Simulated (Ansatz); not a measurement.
Base system: HfO2 (space group P4_2/nmc, No. 137; a = 3.577 Å, c = 5.203 Å). Axes: x, y, z lie along a, b, c of the conventional cell.

Level of theory: plane-wave PAW DFT at the r2SCAN level (Ansatz, an electronic-structure program, 500 eV), no spin-orbit coupling.

Strains are applied to the cell and any free atomic positions relax.

One change was made to it. Results:

The energy grows by 2.0 meV/atom; the band gap drops by 0.04 eV to 5.23 eV.

Task: What was done to the base?
A. isotropic strain −0.29 %
B. isotropic strain −0.33 %
C. tensor shear ε_xy = −0.89 %

Result: C, tensor shear ε_xy = −0.89 %. For comparison, the band gap in the other runs: isotropic strain −0.29 % gives 5.27 eV; isotropic strain −0.33 % gives 5.27 eV.

Spin-orbit coupling, missing from the scalar runs, can matter with Hf. Stability against distortions was not tested. This is not the structure that HfO2 has at room temperature and ambient pressure.
